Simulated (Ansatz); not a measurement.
# A computed series for hypothetical P6_422 SiC: carrier doping

Start from SiC (space group P6_422, No. 181; a hypothetical phase, not in the database extracts checked).

```yaml
crystal:
  lattice:
    - [3.08499, 0.00000, 0.00000]
    - [-1.54249, 2.67168, 0.00000]
    - [0.00000, 0.00000, 7.06172]
  atoms:
    - { symbol: Si, position: [0.00000, 0.50000, 0.33333] }
    - { symbol: Si, position: [0.50000, 0.50000, 0.66667] }
    - { symbol: Si, position: [0.50000, 0.00000, 0.00000] }
    - { symbol: C, position: [0.00000, 0.50000, 0.83333] }
    - { symbol: C, position: [0.50000, 0.50000, 0.16667] }
    - { symbol: C, position: [0.50000, 0.00000, 0.50000] }
```

Carriers are added at fixed cell with a uniform background; the Fermi–Dirac width is that of 300 K.

The values are results of DFT with PBE, PAW potentials and a 420 eV plane-wave cutoff in Ansatz (an electronic-structure program), spin-orbit coupling left out, not measurements.

Notes on the quantities. Fermi level from band edge: Fermi level relative to the doped band's edge (positive inside the band; to 0.05 eV).

```json
[
 {"change": "undoped", "Fermi level from band edge": "–", "gap between the host's bands": "0.87 eV"},
 {"change": "electrons 2.0×10^21 cm⁻³", "Fermi level from band edge": "+0.70 eV", "gap between the host's bands": "0.86 eV"},
 {"change": "electrons 7.0×10^21 cm⁻³", "Fermi level from band edge": "+1.10 eV", "gap between the host's bands": "0.84 eV"},
 {"change": "electrons 1.0×10^22 cm⁻³", "Fermi level from band edge": "+1.25 eV", "gap between the host's bands": "0.84 eV"},
 {"change": "electrons 2.0×10^22 cm⁻³", "Fermi level from band edge": "+1.75 eV", "gap between the host's bands": "0.80 eV"},
 {"change": "holes 2.0×10^21 cm⁻³", "Fermi level from band edge": "+0.40 eV", "gap between the host's bands": "0.90 eV"},
 {"change": "holes 7.0×10^21 cm⁻³", "Fermi level from band edge": "+0.70 eV", "gap between the host's bands": "0.99 eV"},
 {"change": "holes 1.0×10^22 cm⁻³", "Fermi level from band edge": "+0.80 eV", "gap between the host's bands": "1.03 eV"},
 {"change": "holes 2.0×10^22 cm⁻³", "Fermi level from band edge": "+1.20 eV", "gap between the host's bands": "1.20 eV"}
]
```

Carriers are added with a uniform compensating background; total energy and stress of such cells depend on the potential's zero and are not compared; many-body gap narrowing is missing at this level. No phonon test of stability was made. The base started in P3_121 and relaxed to P6_422 at this level.
